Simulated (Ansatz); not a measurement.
System: ScHfTaN₃ (model structure, P3m1, No. 156, 6 atoms in the cell). Method: LDA in Ansatz (PAW).

Numerical settings: plane-wave cutoff 520 eV, 18×18×8 k mesh (along the axes of the cell as run), Fermi–Dirac smearing 0.05 eV, scalar-relativistic PAW data made under PBE.

Cell (relaxed at this level):

```cif
data_HfN3ScTa
_chemical_formula_sum 'Hf1 Sc1 Ta1 N3'
_space_group_name_H-M_alt 'P3m1'
_space_group_IT_number 156
_space_group_name_Hall 'P 3 -2"'
_cell_length_a 3.11837
_cell_length_b 3.11837
_cell_length_c 7.61541
_cell_angle_alpha 90.000
_cell_angle_beta 90.000
_cell_angle_gamma 120.000
loop_
_atom_site_label
_atom_site_type_symbol
_atom_site_symmetry_multiplicity
_atom_site_Wyckoff_symbol
_atom_site_fract_x
_atom_site_fract_y
_atom_site_fract_z
_atom_site_occupancy
Hf1 Hf 1 a 0.00000 0.00000 0.99677 1
Sc1 Sc 1 b 0.33333 0.66667 0.33772 1
Ta1 Ta 1 c 0.66667 0.33333 0.66684 1
N1 N 1 c 0.66667 0.33333 0.16478 1
N2 N 1 a 0.00000 0.00000 0.50508 1
N3 N 1 b 0.33333 0.66667 0.82881 1
```

Q: What does this level give for the bulk modulus B0?

A: 
- bulk modulus B0: 297 GPa

The run finds no gap.

Note: the bulk modulus is −V dP/dV from two relaxed cells at ±2 % in volume; the relaxation could raise the start's symmetry but not lower it, so the cell can be a saddle point.

Spin–orbit coupling is not included; it can open a gap where bands touch, and shift volumes and moduli.

Computed values are for the static lattice.

It cost around 7 core-minutes (rough) of CPU time.

A model structure was made by putting elements into a prototype or built by hand; it is no filed structure, need not be a known phase, and can be a saddle point held by its symmetry.

Ansatz is a quantum-chemistry and plane-wave program.
